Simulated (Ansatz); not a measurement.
Data:

```xyz
6
Lattice="4.7696 0.0000 0.0000 0.0000 4.7696 0.0000 0.0000 0.0000 3.2659" Properties=species:S:1:pos:R:3 pbc="T T T"
Sn     0.0000     0.0000     0.0000
Sn     2.3848     2.3848     1.6330
O      1.4622     1.4622     0.0000
O      3.8470     0.9226     1.6330
O      0.9226     3.8470     1.6330
O      3.3074     3.3074     0.0000
```

No spin polarisation.

Method: plane-wave PAW DFT at the PBE level (Ansatz, a program for electronic structure, 420 eV), scalar-relativistic without spin-orbit coupling. Γ-centred 7×7×10 mesh, Fermi–Dirac width 0.05 eV.

Question: Predict the valence-band top at Γ, pressure and gap character.

Answer: The valence-band top at Γ (three highest levels, from the VBM) comes out as 0.00, -0.72, -0.72 eV and the pressure (mean of the normal stresses, compression positive) comes out as 2.20 GPa. The gap character is direct at Γ.

The cells carry an imposed strain or load. Stability against distortions was not tested. The cell was made from SnO$_{2}$ in the rutile structure (space group P4_2/mnm, No. 136) by this change: biaxial strain −1.20 %, plane normal [001], relaxed out of plane.
